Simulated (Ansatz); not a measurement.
Band structure of YAlSi (Cmcm, 6 atoms in the cell).

```yaml
crystal:
  lattice:
    - [1.99012, -5.16931, 0.00000]
    - [1.99012, 5.16931, 0.00000]
    - [0.00000, 0.00000, 5.70503]
  atoms:
    - { symbol: Y, position: [0.30520, 0.69480, 0.25000] }
    - { symbol: Y, position: [0.69480, 0.30520, 0.75000] }
    - { symbol: Al, position: [0.00000, 0.00000, 0.50000] }
    - { symbol: Al, position: [0.00000, 0.00000, 0.00000] }
    - { symbol: Si, position: [0.40169, 0.59831, 0.75000] }
    - { symbol: Si, position: [0.59831, 0.40169, 0.25000] }
```

Computed with PBEsol, default PAW files made with PBE (plane waves; Ansatz, an electronic-structure program).

Settings: kpoints.mp_grid.grid = 6 6 4; hamiltonian.xc = pbesol; hamiltonian.pseudopotentials = {kind: paw} (the program's default PAW files); scf.occupations.method = fermi_dirac; scf.occupations.width = 0.0073 Ry; kpoints.band_path.npoints = 8.

The starting cell comes from a database of computed structures (which also holds hypothetical and non-ambient phases and stackings), without a prior relaxation at this level.

Levels in eV from the Fermi level, bands 15 to 22:
```tsv
point	15	16	17	18	19	20	21	22
Γ	-1.84	-1.80	-1.24	-0.71	0.83	1.15	1.79	2.14
X	-2.69	-2.66	-1.26	-1.13	0.38	0.39	2.29	2.78
S	-2.62	-2.02	-1.83	-1.04	-0.21	0.86	2.31	3.28
R	-2.02	-2.02	-1.05	-1.05	1.00	1.00	1.96	1.96
A	-1.59	-1.59	-1.03	-1.03	0.58	0.58	1.96	1.96
Z	-2.09	-2.09	-0.95	-0.95	1.10	1.10	1.44	1.44
Y	-1.62	-1.29	-0.34	0.42	0.75	1.58	2.19	2.23
X1	-2.69	-2.66	-1.26	-1.13	0.38	0.39	2.29	2.78
A1	-1.59	-1.59	-1.03	-1.03	0.58	0.58	1.96	1.96
T	-1.53	-1.53	-0.53	-0.53	1.14	1.14	1.20	1.20
```

Bands cross the Fermi level along this path, so the cell is metallic at this level.

Keys are those of Ansatz 0.2.
